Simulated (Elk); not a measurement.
Input and output of a self-consistent single point for Sr (P6_3/mmc, 2 atoms in the cell) (Elk).

Method of the run: PBEsol, spin-orbit coupling in second variation, all-electron FP-LAPW, Elk's shipped species files, APW+lo basis with extra local orbitals (Elk).

```yaml
crystal:
  lattice:
    - [4.25862, 0.00000, 0.00000]
    - [-2.12931, 3.68807, 0.00000]
    - [0.00000, 0.00000, 6.97482]
  atoms:
    - { symbol: Sr, position: [0.33333, 0.66667, 0.25000] }
    - { symbol: Sr, position: [0.66667, 0.33333, 0.75000] }
```

Reference input (self-consistent single point, DFT, PBEsol, all-electron FP-LAPW, Elk's shipped species files, APW+lo basis with extra local orbitals): xctype = 22; rgkmax = 7.5; stype = 0; swidth = 0.00999582 Ha; ngridk = 12 12 7; tforce = true; gmaxvr = 18 1/bohr; lmaxapw = 10; lmaxo = 8; nxlo = 2; lorbcnd = true; lradstp = 2. This run's input differs from it in these lines:

```diff
@@ -5,2 +5,5 @@
   22
+
+spinorb
+  .true.
 
@@ -36,2 +39,5 @@
 
+nempty
+  10
+
 stype
```

Output, abridged:

```
│ Self-consistent loop started │
│ Loop number : 1 │
 total energy                :     -6359.09331442
 total moment                :   0.4079536099E-19 -0.2550916212E-19  0.7121613510E-20
│ Loop number : 2 │
 total energy                :     -6359.07083717
 total moment                :   0.4141376824E-19 -0.2293015409E-19  0.9304594377E-20
RMS change in Kohn-Sham potential (target) :   0.4345497226E-01 (  0.1000000000E-05)
Absolute change in total energy (target)   :   0.2247724888E-01 (  0.1000000000E-03)
│ Loop number : 3 │
 total energy                :     -6357.78292710
   [... lines left out ...]
 total energy                :     -6355.89822602
 total moment                :   0.4339207355E-19 -0.2484566195E-19  0.1186870844E-19
RMS change in Kohn-Sham potential (target) :   0.4703041799E-07 (  0.1000000000E-05)
Absolute change in total energy (target)   :   0.1513084771E-03 (  0.1000000000E-03)
│ Loop number : 13 │
 total energy                :     -6355.89822333
 total moment                :   0.4054212368E-19 -0.2189389053E-19  0.1259700863E-19
RMS change in Kohn-Sham potential (target) :   0.1433196645E-07 (  0.1000000000E-05)
Absolute change in total energy (target)   :   0.4051827000E-04 (  0.1000000000E-03)
Convergence targets achieved

│ Loop number : 14 │

Energies :
 Fermi                       :     0.126152608118
 xc effective B-field        :    -0.209588081715E-12
 external B-field            :      0.00000000000
 total energy                :     -6355.89822488
 (external B-field energy excluded from total)

Density of states at Fermi energy :    74.93062193
 (states/Hartree/unit cell)

Estimated indirect band gap :   0.9494888255E-03
 from k-point     57 to k-point     57
Estimated direct band gap   :   0.9494888255E-03
 at k-point     57

Charges :
 core                        :    56.00000000
 valence                     :    20.00000000
 interstitial                :    4.204033756
 muffin-tins (core leakage)
  species :    1 (Sr)
   atom    1                 :    35.89798312     (  0.2854986130E-04)
   [... lines left out ...]
 total moment                :   0.3965250111E-19 -0.1987058757E-19  0.9364279976E-20
   [... lines left out ...]
   total force               :     0.00000000   -0.00000000    0.00000000
   total magnitude           :     0.00000000
  atom :    2
   Hellmann-Feynman          :    -0.00000000    0.00000000    0.00000000
   IBS                       :     0.00000000   -0.00000000   -0.00000000
   total force               :    -0.00000000    0.00000000    0.00000000
   total magnitude           :     0.00000000
```

The run converged in 14 iterations. The count includes the last loop, which Elk runs after its targets are met. 

The starting cell comes from a database of computed structures (which also holds hypothetical and non-ambient phases and stackings), without a prior relaxation at this level. Its lattice was rescaled by a random factor within 2.5 % of one. Values depend on the basis (sphere radii, cutoffs, local orbitals), which need not be converged. The log's line on a gap gives a spacing of levels on this mesh, which the program prints for metals too.

Cost on one core of a shared machine: roughly 3 min.
